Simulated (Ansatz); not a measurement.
By LDA and PBEsol, the system below comes out a metal.

Given:

```yaml
crystal:
  lattice:
    - [4.48351, 0.00000, 0.00000]
    - [-2.24175, 3.88283, 0.00000]
    - [2.24175, 1.29428, 0.91519]
  atoms:
    - { symbol: W, position: [0.00000, 0.00000, 0.00000] }
```

Space group of this cell: Im-3m, bcc (W type). The cell is taken as given; by PBEsol its mean pressure is -4.8 GPa.

The current runs along the normal of the first two printed vectors, the (111) plane. All runs by Ansatz (a quantum-chemistry and plane-wave program), plane waves and PAW, without spin-orbit coupling; the base is PBEsol.

| run | mean pressure (GPa) | G/A, both spins (10¹⁵ S/m²) |
|---|---|---|
| base | -4.8 | 0.92 |
| all lengths scaled by 0.98 | 16.1 | ? |
| all lengths scaled by 1.02 | -20.7 | ? |
| lda in place of pbesol | -10.5 | 0.96 |
| lengths across the current scaled by 0.98, ions clamped | 8.6 | ? |
| lengths along the current scaled by 1.03, ions clamped | -13.0 | 0.86 |

**Question.** Complete the blanks.

**Answer.** 
- all lengths scaled by 0.98, G/A, both spins (10¹⁵ S/m²): 1.04
- all lengths scaled by 1.02, G/A, both spins (10¹⁵ S/m²): 0.83
- lengths across the current scaled by 0.98, ions clamped, G/A, both spins (10¹⁵ S/m²): 0.99
